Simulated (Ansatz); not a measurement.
The starting structures come from a database of crystals and need not be the phases stable at ambient conditions.

Given:

```yaml
crystal:
  lattice:
    - [2.50767, 0.00000, 0.00000]
    - [-1.25384, 3.33642, 0.00000]
    - [1.25384, 0.00000, 2.16879]
  atoms:
    - { symbol: B, position: [0.99989, 0.00000, 0.00021] }
    - { symbol: N, position: [0.33341, 0.00000, 0.33319] }
```

The cell was relaxed by PBE-D3(BJ); by r2SCAN it stands under a pressure of -1.3 GPa.

Transport runs along the normal of the first two printed cell vectors.

No gap correction and no spin-orbit coupling; mid-gap is the computed energy nearest the middle.

**Question.** Predict the band gap and the smallest decay constant κ at mid-gap from r2SCAN in Ansatz (an electronic-structure program).

**Answer.** Gap 4.00 eV on a 14×14×14 mesh; κ = 0.281 1/Å, at (0.000, 0.500) of the in-plane reciprocal vectors. At the zone centre the slowest state has κ = 0.39 1/Å.
